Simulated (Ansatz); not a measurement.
Levels about the gap of amorphous In₁₂Sn₄Zn₁₀O₃₆ (62 atoms in a cell of 795 Å³, 6.44 g/cm³; zone centre alone, so wide bands show as single levels with stretches between that a denser mesh fills), at the geometry that PBE relaxed, where it gives 5.1 GPa on a denser mesh. The participation number counts the atoms over which a state spreads; weights are charges in smoothed Voronoi cells. The levels come from a single point, so bond lengths are those of that geometry. Method of the levels: PBE, scalar-relativistic without spin-orbit coupling (Ansatz, a first-principles code). Sampling: the zone centre alone; Fermi-Dirac width 0.02 eV; no spin polarisation.

Preparation: random packing, a CHGNet melt and quench, and a DFT relaxation. O atoms were pushed apart under 1.9 Å during the dynamics, to hinder bonds among them. The hot cell started wider than the set density and was brought back towards it in steps. It is the lowest in DFT energy of 2 quenches. It is a model cell: composition and starting density were chosen by hand, and all elements were melted together. No dispersion term was used. Its density started from a set value of 6.44 and ended at 6.44 g/cm³. The simulated quench (nominally 880 K/ps over its main leg) is rapid and tends to freeze in more defects than a deposited or slowly cooled glass has. One small periodic cell is one sample of the glass; other quenches scatter about these values. The volume was held where the preparation left it and the shape relaxed, at a PBE pressure of 5.1 GPa. Stress components on the final sampling reach 5.2 GPa.

```
E - E(highest filled), eV  filling  participation number        largest on  weight O  weight In  weight Zn  weight Sn
-------------------------  -------  --------------------  ----------------  --------  ---------  ---------  ---------
-0.35                       filled                  19.3   O, 3 neighbours      0.86       0.03       0.10       0.01
-0.31                       filled                  15.0   O, 3 neighbours      0.84       0.02       0.14       0.01
-0.29                       filled                  15.8   O, 3 neighbours      0.79       0.02       0.18       0.01
-0.18                       filled                  13.2   O, 3 neighbours      0.81       0.02       0.17       0.01
-0.17                       filled                  12.8   O, 4 neighbours      0.76       0.01       0.22       0.01
-0.05                       filled                   7.7   O, 3 neighbours      0.85       0.01       0.12       0.01
0.00                        filled                  14.9   O, 4 neighbours      0.77       0.01       0.22       0.01
0.59                         empty                  58.0  In, 5 neighbours      0.54       0.25       0.14       0.06
3.30                         empty                  34.0  In, 5 neighbours      0.61       0.25       0.03       0.10
3.66                         empty                  32.3  In, 5 neighbours      0.61       0.29       0.05       0.05
3.75                         empty                  39.8  Zn, 4 neighbours      0.60       0.18       0.12       0.10
3.84                         empty                  37.0  In, 5 neighbours      0.59       0.25       0.11       0.05
3.87                         empty                  32.6  In, 5 neighbours      0.60       0.24       0.08       0.08
4.06                         empty                  37.4  In, 5 neighbours      0.62       0.23       0.05       0.10
```

Most localised among these is the filled level at -0.05 eV, on a O atom, which has 3 neighbours (Zn 1.94 Å, Zn 1.98 Å, Sn 2.05 Å).
